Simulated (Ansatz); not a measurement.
## Hf: strain tensor (xx, yy, zz, yz, xz, xy) = (−0.82, +1.26, −1.63, +0.08, −0.74, −1.68) %

The reference is Hf in the hcp (Mg type) structure (space group P6_3/mmc, No. 194; a = 3.158 Å, c = 5.004 Å; relaxed with 0.1 eV smearing). Axes: x lies along a and z along c of the hexagonal cell.

Perturbation: strain tensor (xx, yy, zz, yz, xz, xy) = (−0.82, +1.26, −1.63, +0.08, −0.74, −1.68) %; the atoms relax in the strained cell.

The values are results of plane-wave PAW DFT at the PBEsol level (Ansatz, an electronic-structure program, 420 eV), no SOC, earlier PAW set, not measurements. Γ-centred 21×21×12 mesh, Fermi–Dirac width 0.1 eV.

| quantity | base | changed | shift |
|---|---|---|---|
| volume per atom | 21.61 Å³ | 21.34 Å³ | -0.27 Å³ |
| space group | P6_3/mmc (No. 194) | P-1 (No. 2) | – |
| shortest interatomic distance | 3.096 Å | 3.041 Å | -0.055 Å |
| energy relative to the base (free energy F) | 0 meV/atom | +8.7 meV/atom | +8.7 meV/atom |
| pressure (mean of the normal stresses, compression positive) | 0.0 GPa | 1.5 GPa | +1.5 GPa |
| band gap | zero | zero | – |
| stress (xx, yy, zz, yz, xz, xy; compression positive) | – | (1.7, -0.1, 3.0, 0.0, 0.8, 1.5) GPa | – |

Whether these cells are dynamically stable was not tested. The final runs are not spin-polarised.
